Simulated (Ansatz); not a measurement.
```
AsB
1.0
    0.00000     2.36608     2.36608
    2.36608     0.00000     2.36608
    2.36608     2.36608     0.00000
As B
1 1
Direct
  0.25000   0.25000   0.25000
  0.00000   0.00000   0.00000
```

The cell is fixed at its relaxed static size. Melting and transitions to other phases are not modelled. An odd repeat of the supercell leaves out some zone-boundary points, where instabilities often lie.

**Question.** Is this phase dynamically stable in the harmonic approximation, and at 300, 600 K by the stochastic self-consistent harmonic approximation in a 3×3×3 supercell, DFT at the LDA level (Ansatz, a quantum-chemistry and plane-wave program)? Give the softest mode in each case.

**Answer.** Harmonic: softest mode 128 cm⁻¹ at q = (0.00, 0.00, 0.33), so stable at the wave vectors of the supercell. 300 K: stable, softest second derivative of the free energy 126 cm⁻¹ (error under 1) at q = (0.00, 0.00, 0.33), at 1.3 GPa in this cell. 600 K: stable, softest second derivative of the free energy 125 cm⁻¹ (error under 1) at q = (0.00, 0.00, 0.33), at 1.9 GPa in this cell. The verdict is statistical, holds for these wave vectors and this fixed cell alone, and errs towards stability where frames are few. Wave vectors are fractions of the primitive cell's reciprocal vectors.
